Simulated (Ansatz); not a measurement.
System: SrTiO₃ (I4/mcm, No. 140, 10 atoms in the cell; start mp-4651). Method: PBEsol (plane waves, PAW; Ansatz, a quantum-chemistry and plane-wave program).

Settings: plane-wave cutoff 500 eV, 10×10×10 k mesh, gaussian smearing 0.02 eV, no spin polarisation, scalar-relativistic PAW data made under PBE.

Cell (relaxed at this level):

```
SrTiO3
1.0
   -2.74358     2.74358     3.90437
    2.74358    -2.74358     3.90437
    2.74358     2.74358    -3.90437
Sr Ti O
2 2 6
Direct
  0.75000   0.25000   0.50000
  0.25000   0.75000   0.50000
  0.00000   0.00000   0.00000
  0.50000   0.50000   0.00000
  0.77474   0.27474   0.04947
  0.22526   0.72526   0.95053
  0.27474   0.22526   0.50000
  0.72526   0.77474   0.50000
  0.75000   0.75000   0.00000
  0.25000   0.25000   0.00000
```

Problem. What does this level give for the band gap?

Solution. 
- band gap = 1.97 eV (on the SCF k mesh)

Note: the relaxation could not lower the start's symmetry, so the cell can be a saddle point above a distorted one.

Spin–orbit coupling is not included.

Cost on a shared machine: roughly 2.2 core-minutes.

A start named mp-… is a Materials Project structure, which need not be a measured phase.
